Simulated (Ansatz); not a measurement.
**CaS, response to strain**

The parent structure is CaS in the rock salt structure (space group Fm-3m, No. 225; a = 5.6332 Å).

Strains are applied to the cell and any free atomic positions relax.

All numbers come from PBEsol (Ansatz, a first-principles code, PAW, spin-orbit coupling left out).

Candidates:
(a) isotropic strain +2.00 %
(b) isotropic strain +0.50 %
(c) isotropic strain −3.00 %

Notes on the quantities. energy relative to the base: free energy F.

### Question
Order them by energy relative to the base, highest first.

### Answer
(c) isotropic strain −3.00 % (+38 meV/atom), (a) isotropic strain +2.00 % (+15 meV/atom), (b) isotropic strain +0.50 % (+1.0 meV/atom)

Stability against distortions was not tested.
